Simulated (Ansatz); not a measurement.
Consider the following.

End structure of a constructed model of the (0001) surface of hcp Co, ferromagnetic, a pseudomorphic layer of Ni in the other hollow (bottom of the slab: a bare face, its two planes held):

```xyz
7
Lattice="2.4929 0.0000 0.0000 -1.2465 2.1589 0.0000 0.0000 0.0000 28.5000" Properties=species:S:1:pos:R:3 pbc="T T T"
Co     1.2465     0.7196     8.1146
Co     0.0000     1.4393    10.1309
Co     1.2465     0.7196    12.1677
Co     0.0000     1.4393    14.1742
Co     1.2465     0.7196    16.1983
Co     0.0000     1.4393    18.2162
Ni     0.0000     0.0000    20.2200
```

Set-up: 7 atoms, 12.3 Å thick at the start with caps and adatoms (thin: gaps and levels are the slab's own); mesh 17x17x1; 0.1 eV smearing; dipole correction on; 2 atoms held, the rest relaxed; held to the start's symmetry, so lower structures may exist; spin-polarised, ending with about 10.7 μB a cell; orders that need a larger cell were not tried, no spin-orbit, no U. In PBE it lies 0.02 eV a 1x1 cell over the lowest computed structure of the same composition (a pseudomorphic layer of Ni in the host's stacking).

Question: Estimate the work function of the top face that PBE (Ansatz, a program for electronic structure) returns for this input.

Answer: 4.92 eV
